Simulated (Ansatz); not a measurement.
Take PbSe in the rock salt structure (space group Fm-3m, No. 225; a = 6.102 Å) as the base.

Calculations: DFT with PBEsol, PAW potentials and a 420 eV plane-wave cutoff in Ansatz (a program for electronic structure), no SOC.

Strains are applied to the cell and any free atomic positions relax.

One change was made to it. Results:

| quantity | base | after |
|---|---|---|
| band gap | 0.17 eV | 0.27 eV |
| pressure | 0.00 GPa | -1.49 GPa |
| gap character | direct at L | direct at L |
| energy relative to the base (free energy F) | 0 meV/atom | +4.1 meV/atom |

**Question.** What was done to the base?
(A) isotropic strain +0.50 %
(B) isotropic strain +2.50 %
(C) isotropic strain +1.00 %
(D) isotropic strain −0.50 %

**Answer.** C, isotropic strain +1.00 %. For comparison, the band gap in the other runs: isotropic strain +2.50 % gives 0.40 eV; isotropic strain −0.50 % gives 0.11 eV; isotropic strain +0.50 % gives 0.22 eV.

With Pb present, leaving out spin-orbit coupling can change the band edges. No phonon test of stability was made. The zero or small gap of PbSe can change with the level of theory.
